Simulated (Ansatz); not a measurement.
Take Hf in the hcp (Mg type) structure (space group P6_3/mmc, No. 194; a = 3.1983 Å, c = 5.0488 Å; relaxed with 0.1 eV smearing) as the base. Axes: x lies along a and z along c of the hexagonal cell.

Method: Kohn–Sham DFT with the r2SCAN functional, run in Ansatz (a first-principles code) with PAW and 500 eV plane waves, no spin-orbit coupling.

Strains are applied to the cell and any free atomic positions relax.

One change was made to it. Results:

| quantity | base | after |
|---|---|---|
| energy relative to the base (free energy F) | 0 meV/atom | +12 meV/atom |
| pressure (mean of the normal stresses, compression positive) | 0.0 GPa | -3.1 GPa |

### Question
Which of these changes matches the shifts?
(A) uniaxial strain ε_zz = +0.50 %
(B) uniaxial strain ε_zz = +3.00 %
(C) uniaxial strain ε_zz = +1.50 %
(D) uniaxial strain ε_zz = +1.00 %

### Answer
B, uniaxial strain ε_zz = +3.00 %. For comparison, the energy relative to the base in the other runs: uniaxial strain ε_zz = +0.50 % gives +0.4 meV/atom; uniaxial strain ε_zz = +1.00 % gives +1.4 meV/atom; uniaxial strain ε_zz = +1.50 % gives +3.1 meV/atom.

No phonon test of stability was made. The final runs are not spin-polarised.
